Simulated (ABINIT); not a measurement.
Band structure of InSb (F-43m, 2 atoms in the cell).

```yaml
crystal:
  lattice:
    - [0.00000, 3.34679, 3.34679]
    - [3.34679, 0.00000, 3.34679]
    - [3.34679, 3.34679, 0.00000]
  atoms:
    - { symbol: In, position: [0.00000, 0.00000, 0.00000] }
    - { symbol: Sb, position: [0.25000, 0.25000, 0.25000] }
```

Level of theory: PBE, PAW (JTH v2.0 PBE PAW) (plane waves; ABINIT).

Settings: pseudos = [In.GGA_PBE-JTH.xml, Sb.GGA_PBE-JTH.xml]; ecut = 544 eV; pawecutdg = 1088 eV; pawxcdev = 0; occopt = 3; tsmear = 0.00367493 Ha; ngkpt = 9 9 9; nshiftk = 1; shiftk = 0 0 0; potentials = JTH v2.0 PBE PAW; kptopt = 1; nstep = 80; tolvrs1 = 1e-11.

The starting cell comes from a database of computed structures (which also holds hypothetical and non-ambient phases and stackings), without a prior relaxation at this level. Its lattice was rescaled by a random factor within 2.5 % of one. Spin-orbit coupling is off. The run gives no clean gap (levels at the Fermi energy touch, overlap or are partly filled at this smearing), which alone does not show that the compound is a metal.

Levels in eV from the Fermi level, bands 11 to 18:
```
point      11     12     13     14     15    16    17    18
-----  ------  -----  -----  -----  -----  ----  ----  ----
Γ      -10.30  -0.90  -0.15  -0.15  -0.15  2.82  2.82  2.82
X       -8.67  -5.67  -2.11  -2.11   1.22  1.36  7.43  7.43
W       -8.65  -5.58  -2.63  -2.50   3.00  3.82  3.87  4.79
K       -8.71  -5.56  -2.85  -1.81   1.50  3.39  5.77  5.98
L       -9.17  -5.35  -1.02  -1.02   0.22  3.65  3.65  5.97
U       -8.71  -5.56  -2.85  -1.81   1.50  3.39  5.77  5.98
```

Bands cross the Fermi level along this path, so the cell is metallic at this level.
